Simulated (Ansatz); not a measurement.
Functionals compared on NH2 on the 1x1 (0001) surface of corundum (cut with top plane Al), one in a 1x1 cell, started at the site 'over Al at depth 1.2 Å', in Ansatz (plane waves, PAW). The structure was relaxed with PBE; the other rows are single points on it, each with its references at the same level. Cutoff 420 eV (500 eV for r2SCAN). The points keep PBE's geometry, so the relaxation of a polaron and the settling of charge on one site are left out.

Host crystal: corundum, with a band gap (PBE, scalar-relativistic without spin-orbit coupling).

Slab: 23 atoms, 6.7 Å thick at the start under the adsorbate (thin: gaps and levels are the slab's own); k 6x6x1, smearing 0.01 eV, dipole-corrected; 9 atoms held, the rest relaxed; no symmetry held; spin-polarised, ending with about 1.0 μB a cell; orders that need a larger cell were not tried, no spin-orbit, no U, no dispersion correction. At the end it is bonded to Al. In PBE it is, or lies within 0.03 eV of, the lowest of the starts that converged. These notes are the PBE run's. r2SCAN: The program's check for a lower electronic state was not made. Adsorption energies are against NH3(g) − ½ H2(g). A negative adsorption energy means that the adsorbate is more stable on the surface than in its reference.

```csv
functional,adsorption energy (eV),gap of the slab on its k-mesh (eV),highest filled level below the top vacuum level (eV),magnetic moment of the cell (μB),rough cost of the single point
PBE,1.10,0.15,4.87,1.00,–
RPBE,…,…,…,1.00,very roughly 5 core-minutes
r2SCAN,1.06,0.33,4.81,1.00,about 9 core-minutes (a rough figure)
```

Some entries are withheld; supply them.


- RPBE, adsorption energy (eV): 1.11
- RPBE, gap of the slab on its k-mesh (eV): 0.16
- RPBE, highest filled level below the top vacuum level (eV): 4.80

Ansatz is a program for electronic structure.
